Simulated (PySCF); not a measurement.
PySCF 2.14.0, WB97X/def2-svpd, df: Sc(Cl)2(Br) ([Cl][Sc]([Cl])[Br]), 4 atoms. The geometry is a generated start, not checked to be a minimum at this level.

| Item | Result |
|---|---|
| task | energy |
| method | wb97x |
| basis | def2-svpd |
| two-electron scheme | density fitting |
| mol.max_memory | 3000 MB |
| mf.max_cycle | 100 |
| mf.conv_tol | 1e-09 (default) |
| mf.grids.level | 3 (default) |
| basis functions | 129 |
| grid points | 78824 |

```xyz
4

Sc    -0.0264     0.0113    -0.0238
Cl    -1.8976    -1.1980    -0.2672
Cl    -0.0017     2.0654    -0.9206
Br     1.9257    -0.8788     1.2116
```

Charge 0 and multiplicity 1 are set for this test and not shown to be the ground state.

With the defaults (mf.diis = true, mf.diis_space = 8, mf.level_shift = 0, newton = off, mf.init_guess = minao, mf.damp = 0, mf.diis_start_cycle = 1, mf.DIIS = CDIIS) it converges in 13 Fock builds. One run each on 2 threads, 1 BLAS thread, with these changes:
- newton = Hessian by the SCF's own integrals
- mf.diis_space = 20
- mf.diis = false
- mf.init_guess = sap
- mf.DIIS = EDIIS
- mf.damp = 0.3, mf.diis_start_cycle = 4
- mf.init_guess = huckel
- mf.diis_space = 12
- mf.level_shift = 0.3 Hartree

Task: Which of these changes keep the SCF from converging, or lead it to another solution?

Result: No convergence: mf.diis = false (the run ends without SCF convergence in 100 cycles). The rest reach the solution of the defaults.

```tsv
setting	Fock builds	end
the defaults	13	same solution
mf.diis_space = 12	13	same solution
mf.damp = 0.3, mf.diis_start_cycle = 4	13	same solution
mf.diis_space = 20	13	same solution
mf.init_guess = huckel	14	same solution
mf.init_guess = sap	14	same solution
mf.level_shift = 0.3 Hartree	18	same solution
newton = Hessian by the SCF's own integrals	29	same solution
mf.DIIS = EDIIS	29	same solution
mf.diis = false	101	no convergence
```

Under newton the count holds the products with the orbital Hessian.
